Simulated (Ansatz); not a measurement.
## What isotropic strain +2.91 % does to NiSi2

Start from NiSi2 (space group Fm-3m, No. 225; a = 5.387 Å; non-magnetic).

Now apply this change: the cell is scaled by 1.0291 in all directions, atoms relaxed at fixed cell.

The values are results of r2SCAN (Ansatz, an electronic-structure program, PAW, spin-orbit coupling left out), not measurements. k-mesh 15×15×15 (Γ-centred); smearing 0.05 eV (Fermi–Dirac).

```json
[
 {"quantity": "volume per atom", "base": "13.03 Å³", "changed": "14.20 Å³", "shift": "+1.17 Å³"},
 {"quantity": "space group", "base": "Fm-3m (No. 225)", "changed": "Fm-3m (No. 225)", "shift": "–"},
 {"quantity": "shortest interatomic distance", "base": "2.333 Å", "changed": "2.401 Å", "shift": "+0.068 Å"},
 {"quantity": "energy relative to the base (free energy F)", "base": "0 meV/atom", "changed": "+46 meV/atom", "shift": "+46 meV/atom"},
 {"quantity": "pressure", "base": "0.0 GPa", "changed": "-11.6 GPa", "shift": "-11.6 GPa"},
 {"quantity": "band gap", "base": "zero", "changed": "zero", "shift": "–"}
]
```

Final structure:

```
CELL_PARAMETERS angstrom
      0.00000     2.77190     2.77190
      2.77190     0.00000     2.77190
      2.77190     2.77190     0.00000
ATOMIC_POSITIONS crystal
  Ni 0.00000 0.00000 0.00000
  Si 0.25000 0.25000 0.25000
  Si 0.75000 0.75000 0.75000
```

Stability against distortions was not tested. Starting moments died away, wholly or in part, for the base; another magnetic solution may exist. All final runs are without spin polarisation.
